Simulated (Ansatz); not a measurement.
## WS2: response to strain

Start from WS$_{2}$ (space group P6_3/mmc, No. 194; a = 3.1147 Å, c = 11.7724 Å; layered, stacked along the Cartesian z axis). Axes: x lies along a and z along c of the hexagonal cell.

Strains are applied to the cell and any free atomic positions relax.

Method: plane-wave PAW DFT at the PBEsol-D3(BJ) level (Ansatz, a first-principles code, 420 eV), no spin-orbit coupling.

Candidates:
(a) uniaxial strain ε_zz = +1.80 %
(b) uniaxial strain ε_zz = +1.20 %
(c) uniaxial strain ε_zz = +0.60 %

Base values:

* **Band gap**: 0.65 eV

**Question.** Order them by band gap, lowest first.

**Answer.** (c) uniaxial strain ε_zz = +0.60 % (0.69 eV), (b) uniaxial strain ε_zz = +1.20 % (0.73 eV), (a) uniaxial strain ε_zz = +1.80 % (0.77 eV)

Spin-orbit coupling, missing from the scalar runs, can matter with W. Stability against distortions was not tested.
